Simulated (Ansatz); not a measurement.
Base system: MgS in the rock salt structure (space group Fm-3m, No. 225; a = 5.1820 Å).

Modification: a negative pressure, −1 GPa.

Levels (all Ansatz, a quantum-chemistry and plane-wave program, PAW): PBEsol (420 eV, no SOC); HSE06+SOC (420 eV, spin-orbit coupling included).

The geometry is relaxed with PBEsol.

| Quantity | Result |
|---|---|
| PBEsol lowest conduction level above the VBM at special points | X 2.70 eV; Γ 3.59 eV; K 3.81 eV |
| PBEsol valence-band top at Γ | 0.00, 0.00, 0.00 eV |

With HSE06+SOC at the same geometry, the lowest conduction level above the VBM at special points becomes X 3.77 eV; Γ 4.78 eV; K 4.92 eV (PBEsol: X 2.70 eV; Γ 3.59 eV; K 3.81 eV); the valence-band top at Γ (three highest Kramers pairs, from the VBM) changes from 0.00, 0.00, 0.00 eV to 0.00, 0.00, -0.10 eV. The threefold valence maximum splits by Δso ≈ 0.10 eV.

Single points use the geometry relaxed with PBEsol. HSE06 was sampled on its mesh, a few special points and the semilocal edge points, so its gap is an upper bound. The spin-orbit shifts are approximate. The levels and masses belong to the bands next to the band gap. Load acts through the strain it causes; cell and atoms are relaxed under it. Whether these cells are dynamically stable was not tested.
